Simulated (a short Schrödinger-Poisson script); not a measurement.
System: gated Al0.4Ga0.6As/GaAs δ-doped gas, at 300 K.

| layer | material | thickness (nm) | Na (cm⁻³) |
|---|---|---|---|
| 1 | Al0.4Ga0.6As | 20 | - |
| 2 | Al0.4Ga0.6As | 3 | - |
| 3 | GaAs | 6000 | 4e15 |

The device is made up for the run: typed textbook-type constants, with dimensions and the other settings drawn at random. Al0.4Ga0.6As: permittivity 11.76, conduction-band edge (eV) 0.316, gap (eV) 1.923, electron mass (mₑ) 0.1002, Nv at 300 K (cm⁻³) 9e18. GaAs: permittivity 12.9, conduction-band edge (eV) 0, gap (eV) 1.424, Nv at 300 K (cm⁻³) 9e18.

Channel valleys (confinement mass, in-plane density-of-states mass, number): Γ 0.067, 0.067, 1. At the gate the conduction-band edge of layer 1 lies 1.07 eV − eVg above the Fermi level of the channel; the field vanishes at the back. Sheet of ionised δ-doping: +3.6e12 e/cm² at 20 nm from the gate. The barrier under the gate holds no holes. Gaps are held at their typed values at every temperature. Mesh 0.08 nm at interfaces.

From a short Schrödinger-Poisson script (our own, NumPy): 1D Poisson equation in equilibrium, electrons quantum, Hartree plus LDA exchange-correlation (BenDaniel-Duke, 40 states a valley, the channel's in-plane mass for all, wave functions free to enter the barrier), parabolic valleys, classical holes, full ionisation, no traps, pinning or gate leakage.

The same stack at other levels of the model or other numerical settings:

```
run                                          sheet density of all electrons at Vg = 0.5 V (cm⁻²)  sheet density of all electrons at Vg = 0 V (cm⁻²)  capacitance at Vg = 0.5 V (μF/cm²)  centroid of the channel electrons at Vg = 0.5 V (nm)  rough cost against the base
-------------------------------------------  ---------------------------------------------------  -------------------------------------------------  ----------------------------------  ----------------------------------------------------  ---------------------------
base                                                                                     1.75e12                                            5.76e11                               0.393                                                  5.47                      about 1
electrons treated as classical, Boltzmann                                                    ___                                            6.28e11                               0.423                                                  3.04                         0.01
electrons treated as classical, Fermi-Dirac                                              1.75e12                                            5.92e11                               0.385                                                  4.86                         0.07
electrons treated as quantum, Hartree                                                    1.72e12                                            5.56e11                               0.390                                                   ___                          0.7
mesh six times as coarse                                                                 1.75e12                                            5.75e11                               0.393                                                  5.43                          0.3
one subband a valley                                                                     1.72e12                                            5.58e11                               0.387                                                   ___                          0.3
```

Problem. Complete the blanks.

Solution. 
- electrons treated as classical, Boltzmann, sheet density of all electrons at Vg = 0.5 V (cm⁻²): 1.90e12
- one subband a valley, centroid of the channel electrons at Vg = 0.5 V (nm): 3.99
- electrons treated as quantum, Hartree, centroid of the channel electrons at Vg = 0.5 V (nm): 5.73

The classical rows ignore confinement, and Boltzmann statistics overrate the density once the band edge passes the Fermi level.
